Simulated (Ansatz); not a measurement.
A computed series for HgTe: pressure series

Consider HgTe in the zinc blende structure (space group F-43m, No. 216; a = 6.5098 Å).

Cell and atoms are relaxed at each pressure.

Calculations: Kohn–Sham DFT with the PBEsol functional, run in Ansatz (a program for electronic structure) with PAW and 420 eV plane waves, scalar-relativistic without spin-orbit coupling.

Notes on the quantities. enthalpy: H = E + PV relative to the base's energy.

| change | enthalpy | lattice parameter a |
|---|---|---|
| base | – | 12.302 bohr |
| pressure −1 GPa | -0.22 eV/atom | ? |
| pressure 0.3 GPa | +0.06 eV/atom | 12.273 bohr |
| pressure 0.7 GPa | +0.15 eV/atom | 12.237 bohr |
| pressure 1.5 GPa | +0.32 eV/atom | 12.170 bohr |
| pressure 3 GPa | +0.63 eV/atom | 12.055 bohr |
| pressure 5 GPa | +1.02 eV/atom | 11.924 bohr |
| pressure 7.5 GPa | +1.51 eV/atom | ? |
| pressure 10 GPa | +1.97 eV/atom | 11.670 bohr |

### Question
Some entries are withheld; estimate them.

### Answer

- pressure −1 GPa, lattice parameter a: 12.406 bohr
- pressure 7.5 GPa, lattice parameter a: 11.787 bohr

The mesh was chosen for an insulator and is coarse for the gapless case. Load acts through the strain it causes; cell and atoms are relaxed under it. No phonon test of stability was made. Tetrahedral semiconductors of this kind turn to denser phases somewhere between about 1 and 50 GPa; those were not computed, so compressed cells here can lie past the real transition. The final runs are not spin-polarised.
